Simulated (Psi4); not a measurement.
Psi4 1.11, unrestricted PBE0/def2-svp: [O]=[W], charge 0, multiplicity 3, 2 atoms. The geometry is a generated start, not checked to be a minimum at this level.

| Item | Result |
|---|---|
| task | energy |
| method | pbe0 |
| basis | def2-svp |
| memory | 3 GB |
| maxiter | 100 |
| keys of the molecule block | symmetry c1 |
| scf_type | df (default) |
| e_convergence | 1e-06 (default) |
| d_convergence | 1e-06 (default) |
| dft_radial_points | 75 (default) |
| dft_spherical_points | 302 (default) |
| effective core potentials | those of the basis set, past Kr |
| basis functions | 46 |
| grid points | 43742 |

```xyz
2

W      0.0266    -0.0144    -0.8505
O     -0.0266     0.0144     0.8505
```

Charge 0 and multiplicity 3 are set for this test and not shown to be the ground state.

With the defaults (diis = true, scf_initial_accelerator = adiis, damping_percentage = 0, guess = auto, which took SAD, diis_max_vecs = 10, soscf = false, soscf_start_convergence = 0.01, level_shift = 0, level_shift_cutoff = 0.01, diis_start = 1) it converges in 14 SCF iterations. One run each on 2 threads, with these changes:
- diis = false, scf_initial_accelerator = none, damping_percentage = 60
- guess = sadno
- soscf = true, soscf_start_convergence = 0.1
- damping_percentage = 20
- level_shift = 0.5, level_shift_cutoff = 0.001
- guess = sap
- diis_start = 4
- soscf = true
- diis_max_vecs = 20

Q: Which runs fail or end elsewhere than the default run?

A: No convergence: diis = false, scf_initial_accelerator = none, damping_percentage = 60 (the run ends without SCF convergence in 100 iterations). The rest reach the solution of the defaults.

```tsv
setting	SCF iterations	JK calls	end
soscf = true, soscf_start_convergence = 0.1	10	46	same solution
soscf = true	10	36	same solution
the defaults	14	15	same solution
diis_max_vecs = 20	14	15	same solution
guess = sap	15	15	same solution
guess = sadno	16	16	same solution
level_shift = 0.5, level_shift_cutoff = 0.001	17	18	same solution
diis_start = 4	18	19	same solution
damping_percentage = 20	24	25	same solution
diis = false, scf_initial_accelerator = none, damping_percentage = 60	100	101	no convergence
```

An SOSCF iteration holds several JK calls; a Hückel guess adds calls on atoms. 1 further run of the study ended by our limits or in an error and is left out.
